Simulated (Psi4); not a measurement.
Psi4 1.11, TPSS/def2-tzvp: Zr(Cl)(OH)3 ([OH][Zr]([OH])([OH])[Cl]), 8 atoms. The geometry is a generated start, not checked to be a minimum at this level.

| Property | Value |
|---|---|
| task | energy |
| method | tpss |
| basis | def2-tzvp |
| memory | 3 GB |
| maxiter | 100 |
| keys of the molecule block | symmetry c1 |
| scf_type | df (default) |
| guess | auto, which took SAD (default) |
| scf_initial_accelerator | adiis (default) |
| e_convergence | 1e-06 (default) |
| d_convergence | 1e-06 (default) |
| dft_radial_points | 75 (default) |
| dft_spherical_points | 302 (default) |
| effective core potentials | those of the basis set, past Kr |
| basis functions | 188 |
| grid points | 174082 |

```xyz
8

Zr     0.1369     0.3024    -0.0318
Cl     2.0605     0.4588    -1.2388
O      0.6942    -0.3492     1.6279
H      0.7643    -1.2389     1.9904
O     -0.7076    -1.1548    -0.8468
H     -0.2492    -1.9632    -1.1209
O     -0.8811     1.8695    -0.1575
H     -1.8180     2.0754    -0.2226
```

Charge 0 and multiplicity 1 are set for this test and not shown to be the ground state.

One run each on 2 threads. Values of diis_max_vecs tried: 3, 6, 10 (default), 20.

### Question
How does the count of SCF iterations change with diis_max_vecs, and where is it least?

### Answer
Fewest SCF iterations, within one of each other: 6 with 12, 10 (default) with 11, 20 with 11. The count rises to 21 at 3. All converge to one solution.

| diis_max_vecs | SCF iterations | end |
|---|---|---|
| 3 | 21 | same solution |
| 6 | 12 | same solution |
| 10 (default) | 11 | same solution |
| 20 | 11 | same solution |
